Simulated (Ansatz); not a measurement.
Rock-salt LaTe

Level of theory: r²SCAN (Ansatz, an electronic-structure program, PAW).

Numerical settings: plane-wave cutoff 500 eV, 10×10×10 k mesh, Fermi–Dirac smearing 0.05 eV, scalar-relativistic PAW data made under PBE.

Cell: relaxed at this level.

| Quantity | Value |
|---|---|
| volume per atom | 34.25 Å³/atom |
| lattice constant a | 6.495 Å |
| band gap | none |

Spin–orbit coupling is not included.

Computing time: roughly 50 core-seconds.
